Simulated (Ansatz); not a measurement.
We consider MgCO3 (R-3c, No. 167), described by PBEsol (plane waves, PAW; Ansatz, an electronic-structure program).

Run with plane-wave cutoff 500 eV, 10×10×10 k mesh, Fermi–Dirac smearing 0.05 eV, scalar-relativistic PAW data made under PBE.

Cell (relaxed at this level):

```xyz
10
Lattice="5.1553 -2.3244 -0.0106 5.1553 2.3244 -0.0106 4.1153 0.0000 3.8787" Properties=species:S:1:pos:R:3 pbc="T T T"
Mg     0.0000     0.0000     0.0000
Mg     7.2130     0.0000     1.9287
C      3.6065     0.0000     0.9643
C     10.8194     0.0000     2.8930
O      8.7618     1.0359     0.9537
O      5.9524     1.6802     1.8257
O      8.0100     0.6442     3.7650
O      5.6641    -1.0359     2.9037
O      8.4735    -1.6802     2.0317
O      6.4159    -0.6442     0.0923
```

Predict the band gap.


* **band gap**: 5.03 eV (on the SCF k mesh)

The computed numbers hold no vibrational or temperature effects.

It cost very roughly 100 core-seconds of CPU time.
